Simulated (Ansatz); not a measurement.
The parent structure is BaTiO$_{3}$ in the cubic perovskite structure (space group Pm-3m, No. 221; a = 3.970 Å). Axes: x, y, z lie along the cube axes.

All numbers come from Kohn–Sham DFT with the PBEsol functional, run in Ansatz (a quantum-chemistry and plane-wave program) with PAW and 420 eV plane waves, no SOC.

The change: an isotropic linear strain of −1.78 %, atoms relaxed at fixed cell.

Q: Predict the stress tensor and what it implies for the stiffness.

A: Stress of the strained cell less that of the base (GPa, compression positive):
```
  10.96    0.00    0.00
   0.00   10.96    0.00
   0.00    0.00   10.96
```

Then B = −ΔP/(ΔV/V₀) with ΔV/V₀ = -0.0525 gives secant stiffness values (nonlinear terms included at this strain): B ≈ 209 GPa.

As a check, the harmonic strain energy −½ V₀ Δσ:ε is 23 meV/atom; the computed energy rise is 21 meV/atom.

Whether these cells are dynamically stable was not tested. The final runs are not spin-polarised. Many cubic perovskites are stable only at high temperature; tilts and polar distortions were not tested. This is not the structure that BaTiO3 has at room temperature and ambient pressure.
